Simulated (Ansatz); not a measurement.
The reference is ZnO (space group P4_2/mnm, No. 136; a = 5.516 Å, c = 3.240 Å; a cell from a computed database, its experimental status unchecked). Axes: x, y, z lie along a, b, c of the conventional cell.

One thing is altered: strain tensor (xx, yy, zz, yz, xz, xy) = (+0.01, +1.29, −0.18, +0.02, −0.52, +0.56) %; the atoms relax in the strained cell.

Levels (all Ansatz, a program for electronic structure, PAW): PBEsol (420 eV, no spin-orbit coupling); r2SCAN (500 eV, spin-orbit coupling left out); HSE06 (420 eV, spin-orbit coupling left out).

At the geometry relaxed with PBEsol, these levels gave the following band gaps, in shuffled order: (a) 1.17 eV, (b) 0.68 eV, (c) 2.49 eV.

### Question
Match each gap to its level.

### Answer
(a) r2SCAN; (b) PBEsol; (c) HSE06.

Single points use the geometry relaxed with PBEsol. Whether these cells are dynamically stable was not tested. This is not the structure that ZnO has at room temperature and ambient pressure.
